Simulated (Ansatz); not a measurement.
Quick settings and what they miss: ZnCo3 (Fm-3m, 4 atoms in the cell)

Self-consistent single point.

```
CELL_PARAMETERS angstrom
      0.00000     2.89185     2.89185
      2.89185     0.00000     2.89185
      2.89185     2.89185     0.00000
ATOMIC_POSITIONS crystal
  Zn 0.00000 0.00000 0.00000
  Co 0.25000 0.25000 0.25000
  Co 0.75000 0.75000 0.75000
  Co 0.50000 0.50000 0.50000
```
Moments meant for the start (each program seeds them in its own way; μB, in the order of the atoms Zn Co Co Co): 0.0 3.0 3.0 3.0.

Method: LDA (PW92), PAW files made with PBE (plane waves; Ansatz, a quantum-chemistry and plane-wave program).

Base settings: basis.ecutwfc = 30.9 Ry; kpoints.mp_grid.grid = 8 8 8; hamiltonian.xc = lda; hamiltonian.pseudopotentials = {kind: paw} (the program's default PAW files); magnetization.spin_polarized = true; scf.occupations.method = fermi_dirac; scf.occupations.width = 0.0073 Ry.

Tight run (finer mesh or higher cutoff; not a proven limit): basis.ecutwfc: 30.9 Ry → 43.4 Ry; kpoints.mp_grid.grid: 8 8 8 → 11 11 11; scf.convergence.dr2_threshold: default (1e-07 eV) → 1e-09 eV. It gave Fermi level (on the code's own zero) 15.40 eV; pressure -22.21 GPa; size of the cell's spin moment 4.45 μB.

Quick runs, as changes from the base:
- A: the base itself
- B: basis.ecutwfc: 30.9 Ry → 21.7 Ry; scf.occupations.method: fermi_dirac → methfessel_paxton; scf.occupations.width: 0.0073 Ry → 0.01 Ry
- C: basis.ecutwfc: 30.9 Ry → 21.7 Ry; kpoints.mp_grid.grid: 8 8 8 → 4 4 4; scf.occupations.width: 0.0073 Ry → 0.01 Ry

Energies are extrapolated to zero smearing width, which holds to low order in the width alone.

The count of work is k-points × plane waves × bands × iterations; it is no time. 

Pressures in the table are Ansatz's without its Pulay estimate, at a fixed set of plane waves; the tight run's value above holds the estimate.

The starting cell comes from a database of computed structures (which also holds hypothetical and non-ambient phases and stackings), without a prior relaxation at this level. Its lattice was rescaled by a random factor within 2.5 % of one. The magnetic order is the one reached from the typed start; others were not searched systematically. In the base run, with a pressure of about -22 GPa the cell is away from its equilibrium volume at this level.

```
run  energy less tight (meV/atom)  pressure less tight (GPa)  size of the net moment less tight (μB/atom)  count of work / tight
---  ----------------------------  -------------------------  -------------------------------------------  ---------------------
A                             1.2                      -0.12                                        -0.01                   0.27
B                           260.7                     -31.29                                        -0.04                   0.17
C                           252.5                     -30.27                                         0.05                  0.040
```

Among the runs at the tight run's level, the energy misses run from 1.2 to 260.7 meV/atom.

Left out of this page: 2 runs of the series unsound by tests on forces, stress, charge or solver warnings; 1 run of the series outside the window shown, repeating another row's setting, or not comparable.

Keys are those of Ansatz 0.2.
